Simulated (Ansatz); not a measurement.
## (Ru,Co): CoRu3

A 32-atom cell of (Ru,Co) started in the hexagonal close-packed structure, site fractions Ru 0.750, Co 0.250, short-range order 0.00 among the nearest mixed sites of the first mixed sublattice (0 is random, a negative value favours unlike neighbours), space group P1 at the end.

All values below come from PBE (plane waves to 420 eV, PAW; Ansatz, a program for electronic structure). No spin–orbit coupling. Its k-point mesh 5×5×5, Fermi–Dirac width 0.05 eV.

The volume per atom is 13.05 Å³ and the Ru–Ru bonds (within 1.22 times the sum of covalent radii) is 2.655 Å on average, from 2.569 to 2.751 (108). The Co–Ru bonds (within 1.22 times the sum of covalent radii) comes out as 2.631 Å on average, from 2.541 to 2.731 (72) and the Co–Co bonds (within 1.22 times the sum of covalent radii) is 2.610 Å on average, from 2.563 to 2.662 (12).

```yaml
crystal:
  lattice:
    - [1.34742, -6.92476, -4.21322]
    - [-1.33618, 6.94450, -4.24193]
    - [6.66984, 2.29522, 4.21335]
  atoms:
    - { symbol: Ru, position: [0.53836, 0.37547, 0.16513] }
    - { symbol: Ru, position: [0.28939, 0.49658, 0.03567] }
    - { symbol: Ru, position: [0.78875, 0.99810, 0.03736] }
    - { symbol: Ru, position: [0.29058, 0.00267, 0.54556] }
    - { symbol: Co, position: [0.54500, 0.62467, 0.41868], spin: 1.7 }
    - { symbol: Ru, position: [0.04684, 0.12517, 0.42308] }
    - { symbol: Ru, position: [0.29108, 0.74761, 0.28995] }
    - { symbol: Ru, position: [0.79210, 0.25067, 0.29454] }
    - { symbol: Ru, position: [0.04191, 0.87115, 0.15991] }
    - { symbol: Ru, position: [0.53781, 0.12642, 0.91649] }
    - { symbol: Co, position: [0.28778, 0.24905, 0.79160], spin: 1.7 }
    - { symbol: Ru, position: [0.54575, 0.87255, 0.66906] }
    - { symbol: Ru, position: [0.04840, 0.37719, 0.67523] }
    - { symbol: Co, position: [0.79114, 0.50176, 0.54170], spin: 1.7 }
    - { symbol: Co, position: [0.03938, 0.62609, 0.91557], spin: 1.7 }
    - { symbol: Ru, position: [0.79458, 0.75213, 0.78801] }
    - { symbol: Ru, position: [0.45946, 0.12639, 0.33467] }
    - { symbol: Ru, position: [0.20656, 0.24891, 0.20592] }
    - { symbol: Ru, position: [0.70797, 0.75176, 0.20957] }
    - { symbol: Ru, position: [0.20276, 0.74938, 0.71035] }
    - { symbol: Ru, position: [0.46314, 0.38010, 0.58441] }
    - { symbol: Co, position: [0.95942, 0.87413, 0.58695], spin: 1.7 }
    - { symbol: Ru, position: [0.21192, 0.49974, 0.46203] }
    - { symbol: Ru, position: [0.71328, 0.99709, 0.46377] }
    - { symbol: Ru, position: [0.95643, 0.62636, 0.33598] }
    - { symbol: Ru, position: [0.45309, 0.87298, 0.07927] }
    - { symbol: Co, position: [0.20347, 0.99917, 0.95139], spin: 1.7 }
    - { symbol: Co, position: [0.46233, 0.62671, 0.83354], spin: 1.7 }
    - { symbol: Co, position: [0.96019, 0.12245, 0.83256], spin: 1.7 }
    - { symbol: Ru, position: [0.71010, 0.25159, 0.70819] }
    - { symbol: Ru, position: [0.95648, 0.37573, 0.08088] }
    - { symbol: Ru, position: [0.70454, 0.50025, 0.95298] }
```
